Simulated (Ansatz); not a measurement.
The reference is NaI in the rock salt structure (space group Fm-3m, No. 225; a = 6.4021 Å). Axes: x, y, z lie along the cube axes.

Calculations: PBEsol (Ansatz, a first-principles code), without spin-orbit coupling.

For the base:

| Item | Value |
|---|---|
| Valley order | Γ 3.60 eV; X along ⟨100⟩ 4.47 eV; L along ⟨111⟩ 4.96 eV |
| Valence-band top at Γ | 0.00, 0.00, 0.00 eV |

Now apply this change: tensor shear ε_xy = +1.14 % (engineering shear γ = 0.0228), atoms relaxed at fixed cell.

Q: What happens to the valley order and valence-band top at Γ?

A: The valley order (the lowest conduction-band minima on the path, energy above the VBM, named in the base's zone) goes from Γ 3.60 eV; X along ⟨100⟩ 4.47 eV; L along ⟨111⟩ 4.96 eV to Γ 3.54 eV; X along [001] 4.41 eV; X along [100] 4.42 eV; L along [1-11] 4.88 eV; the valence-band top at Γ (three highest levels, from the VBM) changes from 0.00, 0.00, 0.00 eV to 0.00, -0.05, -0.10 eV.

With I present, leaving out spin-orbit coupling can change the band edges. The levels and masses belong to the bands next to the band gap. The cells carry an imposed strain or load. Whether these cells are dynamically stable was not tested.
